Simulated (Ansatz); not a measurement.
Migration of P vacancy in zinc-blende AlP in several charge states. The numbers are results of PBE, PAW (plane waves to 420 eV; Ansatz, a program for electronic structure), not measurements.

Barriers are those of the lowest checked hop between equivalent sites, from the lowest site run (climbing-image NEB, static, fixed cells, no finite-size terms; on the finer meshes named, energies are single points at the band's geometries). One hop need not carry long-range diffusion, and untried routes could be lower. Saddle orders were checked for a part of the study's bands only and are not shown. Vacancies start on their lattice site; split forms were not set up. Charge states are imposed.

```json
[
 {"State": "charge +1", "Route": "a nearby P jumps into the vacancy", "Hop (Å)": "3.81", "Barrier (eV)": "[?]", "Cell": "64 sites, 3×3×3 shifted"},
 {"State": "charge +3", "Route": "a nearby P jumps into the vacancy (strongly reconstructed ends)", "Hop (Å)": "3.96", "Barrier (eV)": "2.13", "Cell": "64 sites, 3×3×3 shifted"}
]
```

Q: What belongs in the gaps?

A: 
- charge +1, Barrier (eV): 2.49
